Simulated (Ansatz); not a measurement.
Take Ti3Al (space group P6_3/mmc, No. 194; a = 5.755 Å, c = 4.655 Å) as the base. Axes: x lies along a and z along c of the hexagonal cell.

The values are results of PBE in Ansatz (plane waves to 420 eV, PAW, no SOC), earlier PAW set, not measurements.

Strains are applied to the cell and any free atomic positions relax; under biaxial strain the out-of-plane vector relaxes too.

One change was made to it. Results:

The energy goes up by 2.0 meV/atom; the pressure (mean of the normal stresses, compression positive) goes from zero to 2.1 GPa; the band gap stays zero.

What was done to the base?
(A) uniaxial strain ε_zz = −0.42 %
(B) biaxial strain +1.27 %, plane normal [001], relaxed out of plane
(C) isotropic strain +5.76 %
(D) isotropic strain −0.60 %

D, isotropic strain −0.60 %. For comparison, the energy relative to the base in the other runs: uniaxial strain ε_zz = −0.42 % gives +0.2 meV/atom; biaxial strain +1.27 %, plane normal [001], relaxed out of plane gives +3.8 meV/atom; isotropic strain +5.76 % gives +152 meV/atom.

Stability against distortions was not tested. The final runs are not spin-polarised.

Ansatz is a first-principles code.
